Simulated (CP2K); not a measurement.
Band structure of Ca₂GaCu₂ (Immm, 5 atoms in the cell).

```
CELL_PARAMETERS angstrom
      5.76251     0.00000     0.00000
      1.51856     5.55882     0.00000
     -3.17838    -3.38475     3.41290
ATOMIC_POSITIONS crystal
  Ca 0.30549 0.80549 0.50000
  Ca 0.69451 0.19451 0.50000
  Ga 0.00000 0.00000 0.00000
  Cu 0.74647 0.50000 0.24647
  Cu 0.25353 0.50000 0.75353
```

Method: CP2K with PBEsol, GPW, DZVP-MOLOPT-SR-GTH basis, GTH-PBE potentials (GTH_POTENTIALS).

Settings: CUTOFF = 600 Ry; REL_CUTOFF = 50 Ry; SMEAR/METHOD = FERMI_DIRAC; ELECTRONIC_TEMPERATURE = 1160.45 K; KPOINTS/SCHEME = MONKHORST-PACK 5 5 5; XC_FUNCTIONAL = PBE:PBESOL; Ca/BASIS_SET = DZVP-MOLOPT-SR-GTH-q10; Ca/POTENTIAL = GTH-PBE-q10; Ga/BASIS_SET = DZVP-MOLOPT-SR-GTH-q13; Ga/POTENTIAL = GTH-PBE-q13; Cu/BASIS_SET = DZVP-MOLOPT-SR-GTH-q11; Cu/POTENTIAL = GTH-PBE-q11; METHOD = GPW; EPS_DEFAULT = 1e-10.

The starting cell comes from a database of computed structures (which also holds hypothetical and non-ambient phases and stackings), without a prior relaxation at this level. Its lattice was rescaled by a random factor within 2.5 % of one. Spin polarisation is off. Values carry the incompleteness of an atom-centred basis. The potentials were made for another functional than the one used.

Levels in eV from the Fermi level, bands 25 to 30:
```
point     25     26     27     28     29    30
-----  -----  -----  -----  -----  -----  ----
Γ      -1.30  -0.79  -0.60  -0.38   0.33  1.04
X      -2.45  -1.75  -0.72  -0.69   0.58  1.19
L      -2.54  -2.40  -1.27  -0.86   0.92  1.50
T      -2.77  -2.42  -1.76  -0.31   0.08  1.40
W      -2.77  -2.42  -2.06   0.02   0.60  0.75
R      -2.45  -0.79  -0.56  -0.15  -0.11  0.30
X1     -2.45  -1.75  -0.72  -0.69   0.58  1.19
Z      -2.44  -2.09  -0.67   0.20   1.14  2.17
Y      -2.67  -2.24   0.42   0.52   1.18  1.89
S      -2.87  -0.88  -0.63   0.47   1.45  1.89
```

Bands cross the Fermi level along this path, so the cell is metallic at this level.

Higher empty bands are left out: an atom-centred basis made for the valence describes them poorly.
